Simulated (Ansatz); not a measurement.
## rock-salt TiN (1 1 1) on alpha Ga2O3 (0 0 1) (film strained to the substrate, started from cuts of the bulks and a machine-learned relaxation)

A periodic stack without vacuum, rock-salt TiN (1 1 1) on alpha Ga2O3 (0 0 1) (film strained to the substrate, started from cuts of the bulks and a machine-learned relaxation): substrate slab Ga12O18, film N12Ti12, surface cells [[1, 0], [0, 1]] and [[1, -2], [1, 1]], film strained by -2.8 and -2.8 %, outermost planes Ga/Ga and N/Ti as cut, which need not be the usual terminations and can put a slab off its formula.

The start was prepared with a machine-learned potential, and the result is one local minimum, with the in-plane cell held and forces under 0.04 eV/Å; the film can end far from its bulk form.

All values below come from PBE (plane waves to 420 eV, PAW; Ansatz, an electronic-structure program). Spin–orbit coupling is left out; the runs are not spin-polarised; PBE gaps are too small against experiment. Its k-point mesh 6×6×1, Fermi–Dirac width 0.05 eV.

interface area: 22.2 Å²
period: 25.69 Å
gaps between the outermost planes at the two interfaces: 1.93 and 1.09 Å
Ga–Ti contacts across the interfaces within 1.22 times the sum of covalent radii: 7, mean 3.12 Å
O–Ti contacts across the interfaces within 1.22 times the sum of covalent radii: 4, mean 2.05 Å
Ga–N contacts across the interfaces within 1.22 times the sum of covalent radii: 1, mean 1.93 Å

```xyz
54
Lattice="5.0573 0.0001 -0.1103 -2.5305 4.3804 0.0174 0.5028 -0.5761 25.6920" Properties=species:S:1:pos:R:3 pbc="T T T"
Ga     4.9173    -0.8624     5.9920
Ga     2.1869     2.2502     2.8283
Ga    -0.3684     2.1779     5.2117
Ga     2.4368     0.7266     7.4668
O      3.0634     0.5449     2.6075
O      0.4556     1.8863     3.5558
O      1.2977     2.0734     6.4954
O     -0.8521     3.4748     6.6548
O      3.9748     0.7112     6.1199
O      3.0469     2.9144     4.3691
Ga     2.5905     0.7849    10.4935
Ga    -0.0163     2.2660     8.2571
Ga     5.0832    -0.6793     9.7184
Ga     0.0862     2.2596    12.2773
O      0.9132     0.7183     8.7539
O      3.2423     2.0937     8.6878
O      1.6202    -0.7290    11.0468
O      4.3917     0.7026    11.0134
O      1.7644     2.3867    11.0270
O      3.3463    -0.5269     8.7446
Ga    -0.4289     4.1954     1.0829
Ga     5.1507    -0.6533    12.5553
Ga     2.6578     0.8176    14.0649
Ga     4.7483     0.9575     1.9154
O      3.5420     2.2596    13.2641
O      3.4376    -0.6991    13.2944
O      3.9740     1.3887     0.0500
O      2.9349     3.5926     1.7023
O      1.2204     1.6484     1.0580
O      0.9385     0.8702    13.3328
N      0.1738     2.3013    16.1694
N      2.7004     3.7588    16.0930
N      2.7004     0.8380    15.9963
N     -0.6181     3.7876    18.4654
N      4.4311     0.8600    18.3768
N      1.9112     2.3178    18.4282
N      1.1235     0.8833    20.9161
N      3.6490     2.3467    20.8535
N      1.1155     3.8050    20.8949
N      0.3232     2.3573    23.4329
N      2.9011     3.8332    23.3773
N      2.8411     0.9185    23.4108
Ti     1.0130     0.8467    17.0229
Ti     3.5776     2.3248    16.9596
Ti     1.0476     3.7492    17.0080
Ti     0.2499     2.3252    19.6947
Ti     2.7887     3.8062    19.6229
Ti     2.7713     0.8825    19.6144
Ti    -0.5582     3.8306    22.1947
Ti     4.5238     0.9019    22.1000
Ti     1.9921     2.3252    22.1384
Ti     1.1725     0.9647    24.7262
Ti     3.7784     2.3243    24.5696
Ti     1.2350     3.8784    24.4492
```
